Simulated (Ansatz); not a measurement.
Bulk modulus B0 of L1₂ (Cu3Au-type) Ni₃Si at several levels of theory

No measured value is used here.

```tsv
level (code)	value (GPa)	cell (Å³/atom)
LDA (Ansatz)	259	10.07
PBE (Ansatz)	213	10.78
PBEsol (Ansatz)	240	10.36
revPBE (Ansatz)	202	10.96
RPBE (Ansatz)	198	11.03
PBEsol-D3(BJ) (Ansatz)	260	10.06
rVV10 (Ansatz)	209	10.92
r²SCAN+rVV10 (Ansatz)	247	10.32
r²SCAN0 (Ansatz)	256	10.12
```

The crystal itself was run without spin with LDA, PBE, PBEsol, revPBE, RPBE, PBEsol-D3(BJ), rVV10, r²SCAN+rVV10, r²SCAN0; a magnetic state was not tried in these runs. r²SCAN0: the run has no spin polarisation, so it can have missed a magnetic state. Each level is taken at its own relaxed cell. Cutoffs and k meshes differ between the levels. Ansatz's density-functional and Hartree–Fock values are scalar-relativistic unless marked +SOC, with PAW data made under PBE.

Ansatz is a program for electronic structure.
